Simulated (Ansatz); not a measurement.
The reference is Nb in the bcc (W type) structure (space group Im-3m, No. 229; a = 3.304 Å; relaxed with 0.1 eV smearing). Axes: x, y, z lie along the cube axes.

All numbers come from r2SCAN (Ansatz, a first-principles code, PAW, no spin-orbit coupling).

One thing is altered: the cell is scaled by 0.9850 in all directions, atoms relaxed at fixed cell.

**Question.** Predict the stress tensor and what it implies for the stiffness.

**Answer.** Stress of the strained cell less that of the base (GPa, compression positive):
```
    8.5     0.0     0.0
    0.0     8.5     0.0
    0.0     0.0     8.5
```

Then B = −ΔP/(ΔV/V₀) with ΔV/V₀ = -0.0443 gives secant stiffness values (nonlinear terms included at this strain): B ≈ 192 GPa.

As a check, the harmonic strain energy −½ V₀ Δσ:ε is 22 meV/atom; the computed energy rise is 21 meV/atom.

No phonon test of stability was made. All final runs are without spin polarisation.
